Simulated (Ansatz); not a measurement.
V3Si: pressure 9 GPa

Start from V₃Si in the A15 (Cr3Si type) structure (space group Pm-3n, No. 223; a = 4.650 Å).

The change: cell and atoms relaxed at a pressure of 9 GPa.

Level of theory: Ansatz (an electronic-structure program), PBEsol, PAW, cutoff 420 eV, no spin-orbit coupling, earlier PAW set. k-mesh 10×10×10 (Γ-centred); smearing 0.05 eV (Fermi–Dirac).

- Volume per atom = 12.07 Å³ (base 12.57 Å³)
- Lattice parameter a = 4.588 Å (base 4.650 Å)
- Band gap = zero (base zero)

Final structure:

```xyz
8
Lattice="4.5882 0.0000 0.0000 0.0000 4.5882 0.0000 0.0000 0.0000 4.5882" Properties=species:S:1:pos:R:3 pbc="T T T"
V      1.1470     0.0000     2.2941
V      3.4411     0.0000     2.2941
V      0.0000     2.2941     1.1470
V      0.0000     2.2941     3.4411
V      2.2941     1.1470     0.0000
V      2.2941     3.4411     0.0000
Si     0.0000     0.0000     0.0000
Si     2.2941     2.2941     2.2941
```

Load acts through the strain it causes; cell and atoms are relaxed under it. Stability against distortions was not tested. Competing high-pressure phases were not computed. Starting moments died away, wholly or in part, for the base; another magnetic solution may exist. The final runs are not spin-polarised.
